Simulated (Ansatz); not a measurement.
Structure of amorphous Ti₁₆Si₃₂ (periodic cell):

```yaml
crystal:
  lattice:
    - [9.16604, 0.12301, 0.37039]
    - [0.12301, 9.53879, 0.17017]
    - [0.37039, 0.17017, 8.44561]
  atoms:
    - { symbol: Ti, position: [0.16571, 0.84196, 0.77326] }
    - { symbol: Ti, position: [0.99424, 0.80756, 0.08329] }
    - { symbol: Ti, position: [0.83828, 0.96803, 0.54912] }
    - { symbol: Ti, position: [0.84809, 0.61923, 0.33787] }
    - { symbol: Ti, position: [0.59908, 0.44925, 0.04951] }
    - { symbol: Ti, position: [0.36987, 0.72924, 0.05396] }
    - { symbol: Ti, position: [0.21931, 0.21779, 0.19088] }
    - { symbol: Ti, position: [0.80605, 0.32617, 0.55930] }
    - { symbol: Ti, position: [0.65912, 0.93596, 0.94813] }
    - { symbol: Ti, position: [0.87790, 0.32268, 0.18432] }
    - { symbol: Ti, position: [0.46525, 0.62736, 0.35728] }
    - { symbol: Ti, position: [0.05315, 0.19228, 0.67418] }
    - { symbol: Ti, position: [0.54681, 0.10636, 0.65852] }
    - { symbol: Ti, position: [0.17746, 0.94919, 0.36477] }
    - { symbol: Ti, position: [0.38940, 0.57859, 0.74527] }
    - { symbol: Ti, position: [0.03044, 0.53463, 0.69742] }
    - { symbol: Si, position: [0.26563, 0.46700, 0.51366] }
    - { symbol: Si, position: [0.99033, 0.16336, 0.40028] }
    - { symbol: Si, position: [0.62319, 0.67317, 0.85529] }
    - { symbol: Si, position: [0.69985, 0.16386, 0.08663] }
    - { symbol: Si, position: [0.04381, 0.41876, 0.39592] }
    - { symbol: Si, position: [0.96904, 0.00199, 0.87493] }
    - { symbol: Si, position: [0.42198, 0.11293, 0.36850] }
    - { symbol: Si, position: [0.60718, 0.82340, 0.50108] }
    - { symbol: Si, position: [0.69308, 0.15034, 0.37931] }
    - { symbol: Si, position: [0.46743, 0.16743, 0.97201] }
    - { symbol: Si, position: [0.76347, 0.91667, 0.24832] }
    - { symbol: Si, position: [0.32042, 0.41365, 0.99777] }
    - { symbol: Si, position: [0.98739, 0.06254, 0.15156] }
    - { symbol: Si, position: [0.31702, 0.29673, 0.72203] }
    - { symbol: Si, position: [0.58209, 0.36185, 0.76622] }
    - { symbol: Si, position: [0.25053, 0.97791, 0.04761] }
    - { symbol: Si, position: [0.28979, 0.04854, 0.62041] }
    - { symbol: Si, position: [0.15815, 0.65668, 0.27473] }
    - { symbol: Si, position: [0.08250, 0.25746, 0.95000] }
    - { symbol: Si, position: [0.65734, 0.70557, 0.12918] }
    - { symbol: Si, position: [0.15447, 0.61116, 0.94357] }
    - { symbol: Si, position: [0.26882, 0.73504, 0.53240] }
    - { symbol: Si, position: [0.87394, 0.76877, 0.80287] }
    - { symbol: Si, position: [0.00459, 0.75831, 0.52839] }
    - { symbol: Si, position: [0.84789, 0.36880, 0.86403] }
    - { symbol: Si, position: [0.64880, 0.41370, 0.34355] }
    - { symbol: Si, position: [0.64587, 0.55925, 0.57511] }
    - { symbol: Si, position: [0.77824, 0.13443, 0.78050] }
    - { symbol: Si, position: [0.39678, 0.38403, 0.27369] }
    - { symbol: Si, position: [0.89088, 0.56401, 0.02273] }
    - { symbol: Si, position: [0.47689, 0.89180, 0.24627] }
    - { symbol: Si, position: [0.44494, 0.87036, 0.77842] }
```

All values below come from PBE, scalar-relativistic without spin-orbit coupling (plane waves to 420 eV, PAW; Ansatz, an electronic-structure program). Neutral PBE cell, which sets geometry, pressure and energy: sampling: a 2×2×2 Γ-centred mesh; Fermi-Dirac width 0.1 eV; no spin polarisation.

A CHGNet melt-quench gave the starting glass, which DFT then relaxed. The hot cell started wider than the set density and was brought back towards it in steps. It is the lowest in DFT energy of 2 quenches. It is a model cell: composition and starting density were chosen by hand, and all elements were melted together. No dispersion term was used. Its density started from a set value of 3.69 and ended at 3.75 g/cm³. The simulated quench (nominally 240 K/ps over its main leg) is rapid and tends to freeze in more defects than a deposited or slowly cooled glass has. Values belong to this one cell and scatter from quench to quench. Volume and shape were free in the relaxation.

Task: Give the pressure, the energy against reference phases and the spacing of the highest filled and lowest empty levels.

Result: 
```yaml
Pressure on a 2×2×2 Γ-centred mesh: 0.12 GPa
Largest force and stress component on that mesh (the relaxation ran on one k-point at (1/4, 1/4, 1/4)): 0.26 eV/Å and 0.6 GPa
Energy relative to TiSi2 (Cmcm) (lowest mix at this level among the phases computed, not always the ambient ones): 0.298 eV/atom
Gap on a 2×2×2 Γ-centred mesh (PBE): within the smearing (under twice its width)
```

Bonds are counted up to Ti-Ti 3.96 Å, Ti-Si 3.28 Å, Si-Si 2.74 Å.
